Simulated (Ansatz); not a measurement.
**Point defects in CoPtO2**

The parent structure is a 12-atom supercell of CoPtO2 (space group R-3m, No. 166; a = 2.809 Å, c = 17.716 Å (hexagonal axes); non-magnetic) at its relaxed geometry.

One neutral defect a cell, atoms relaxed at fixed cell.

Method: PBEsol/PAW in Ansatz (a first-principles code), no spin-orbit coupling.

```csv
variant,largest displacement of a host atom from its site in the perfect cell,pressure
perfect supercell,–,0.0 GPa
O on a Co site (antisite),0.17 Å,2.9 GPa
Pt vacancy,[?],[?]
Pt on a O site (antisite),0.50 Å,41.3 GPa
Ir on a Co site,0.09 Å,18.0 GPa
```

Task: Some entries are withheld; estimate them.

Result: 
- Pt vacancy, largest displacement of a host atom from its site in the perfect cell: 0.06 Å
- Pt vacancy, pressure: -3.5 GPa

The cell is small, so the values are those of an ordered compound at a high defect concentration; dilute-limit values will differ. Seeded moments were not kept for the base, Pt on a O site (antisite) and Ir on a Co site. No Hubbard U is applied and the magnetic state is the run's own (Co2Pt3O7 magnetic; CoPtO2 not spin-polarised; CoPtO2 non-magnetic; Co3Pt2O6 magnetic; Co3Pt4O5 without a net moment); small cells can't hold the antiferromagnetic order that many such compounds have, so gaps and moments can be off. Spin-polarised in the final run: O on a Co site (antisite), Pt vacancy, Pt on a O site (antisite) and Ir on a Co site; the other runs are not. An odd electron count without spin: CoPtO2.
